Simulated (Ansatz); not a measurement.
Reference: RbBr (Pm-3m), PBEsol with spin-orbit coupling, rigid bands (plane waves, PAW; Ansatz, an electronic-structure program); geometry: cell and atoms relaxed with PBEsol.

```cif
data_BrRb
_chemical_formula_sum 'Rb1 Br1'
_space_group_name_H-M_alt 'Pm-3m'
_space_group_IT_number 221
_space_group_name_Hall '-P 4 2 3'
_cell_length_a 4.07295
_cell_length_b 4.07295
_cell_length_c 4.07295
_cell_angle_alpha 90.000
_cell_angle_beta 90.000
_cell_angle_gamma 90.000
loop_
_atom_site_label
_atom_site_type_symbol
_atom_site_symmetry_multiplicity
_atom_site_Wyckoff_symbol
_atom_site_fract_x
_atom_site_fract_y
_atom_site_fract_z
_atom_site_occupancy
Rb1 Rb 1 a 0.00000 0.00000 0.00000 1
Br1 Br 1 b 0.50000 0.50000 0.50000 1
```

| Item | Value |
|---|---|
| band gap | 4.00 eV |
| electron conductivity mass | 0.31 mₑ |
| hole conductivity mass | 1.54 mₑ |
| Seebeck coefficient, n-type 1e19 cm⁻³ | -159 μV/K |

Problem. Replace Rb by K on the same sites and relax. What happens?

Solution. KBr (Pm-3m): volume per atom 33.8 to 30.4 Å³; band gap stays about the same (4.00 eV to 3.94 eV); electron conductivity mass rises (0.31 mₑ to 0.33 mₑ); hole conductivity mass falls (1.54 mₑ to 1.14 mₑ); Seebeck coefficient, n-type 1e19 cm⁻³ stays about the same (-159 μV/K to -165 μV/K).

Moves up to 5 % count as about the same. Masses are for dilute carriers at 300 K, harmonic means over directions unless an axis is named. Seebeck coefficients are for the stated density at 300 K, with one relaxation time for all states and whether or not that doping can be reached.

Computed structure with no diffraction record at hand here (it may be known, metastable or hypothetical): KBr (Pm-3m), RbBr (Pm-3m).
